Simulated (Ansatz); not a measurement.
## InSb (model structure, started from the CdTe type, P3₁21, No. 152, 6 atoms in the cell): band gap by level of theory

No measured value is used here.

```csv
level (code),value (eV)
LDA (Ansatz),0.00
PBE+SOC (Ansatz),0.00
PBEsol+SOC (Ansatz),0.00
r²SCAN+SOC (Ansatz),0.00
HSE06 (Ansatz),0.25
```

Computed values are for a static lattice. Spin–orbit coupling is included only where a level's name says +SOC; with heavier elements it mostly lowers gaps and can invert bands. A gap of zero means that the bands touch or overlap; how far they overlap is not shown.  HSE06: PBE has no gap here, and a hybrid on a coarse mesh can open a false one. Values are at the PBEsol cell. Cutoffs and k meshes differ between the levels. Ansatz's density-functional and Hartree–Fock values are scalar-relativistic unless marked +SOC, with PAW data made under PBE.

A model structure was made by putting elements into a prototype or built by hand; it is no filed structure, need not be a known phase, and can be a saddle point held by its symmetry.

Ansatz is an electronic-structure program.
